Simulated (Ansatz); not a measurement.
Cells marked so need not be the phases stable at ambient conditions, and some may be hypothetical.

 Where the default PAW files enter, the runs use the earlier of Ansatz's two default sets.

The gap is the functional's own, uncorrected, and κ follows it; spin-orbit coupling is left out. Mid-gap values are interpolated between the computed energies.

A. HgTe (P3_121, not sure to be the ambient phase, 6 atoms a cell, 30.3 Å³ an atom), along the normal of (100)
B. CaCl2 (P4_2/mnm, rutile, not sure to be the ambient phase, 6 atoms a cell, 28.6 Å³ an atom), along the normal of (001)
C. ScF3 (R32, not sure to be the ambient phase, 4 atoms a cell, 16.5 Å³ an atom), along the normal of (100)
D. InF$_{3}$ (R-3c, not sure to be the ambient phase, 8 atoms a cell, 14.4 Å³ an atom), along the normal of (110)

Rank these by mid-gap decay constant of the slowest evanescent state (highest first), as r2SCAN (Ansatz, an electronic-structure program) gives it.

C (0.56 1/Å), D (0.46 1/Å), B (0.42 1/Å), A (0.13 1/Å)
